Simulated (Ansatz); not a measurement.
What pressure 30 GPa does to TiO2

The reference is TiO$_{2}$ in the rutile structure (space group P4_2/mnm, No. 136; a = 4.5481 Å, c = 2.9171 Å).

Modification: a hydrostatic pressure of 30 GPa.

Level of theory: Ansatz (a first-principles code) LDA, no spin-orbit coupling. k-mesh 7×7×11 (Γ-centred); smearing 0.05 eV (Fermi–Dirac).

| quantity | base | changed | shift |
|---|---|---|---|
| volume per atom | 10.06 Å³ | 9.12 Å³ | -0.94 Å³ |
| density | 4.40 g/cm³ | 4.85 g/cm³ | +0.45 g/cm³ |
| lattice parameter a | 4.548 Å | 4.376 Å | -0.172 Å |
| c/a ratio | 0.641 | 0.653 | +0.0113 |
| shortest interatomic distance | 1.928 Å | 1.868 Å | -0.060 Å |
| enthalpy H = E + PV relative to the base's energy | – | +1.79 eV/atom | – |
| band gap | 1.86 eV | 1.98 eV | +0.126 eV |
| gap character | direct at Γ | direct at Γ | – |
| mean gap deformation potential ΔEg/Δln V | – | -1.3 eV | – |
| width of the top valence band | 1.70 eV | 1.87 eV | +0.175 eV |
| electron mass | 0.52 mₑ along c, 1.1 mₑ across (at Γ) | 0.47 mₑ along c, 0.96 mₑ across (at Γ) | – |
| valence-band top at Γ (three highest levels, from the VBM) | 0.00, -0.47, -0.47 eV | 0.00, -0.51, -0.51 eV | – |

Final structure:

```
CELL_PARAMETERS angstrom
      4.37626     0.00000     0.00000
      0.00000     4.37626     0.00000
      0.00000     0.00000     2.85643
ATOMIC_POSITIONS crystal
  Ti 0.00000 0.00000 0.00000
  Ti 0.50000 0.50000 0.50000
  O  0.30176 0.30176 0.00000
  O  0.80176 0.19824 0.50000
  O  0.19824 0.80176 0.50000
  O  0.69824 0.69824 0.00000
```

Load acts through the strain it causes; cell and atoms are relaxed under it. Effective masses come from finite differences of ±0.01 Å⁻¹. No phonon test of stability was made. Competing high-pressure phases were not computed. All final runs are without spin polarisation.
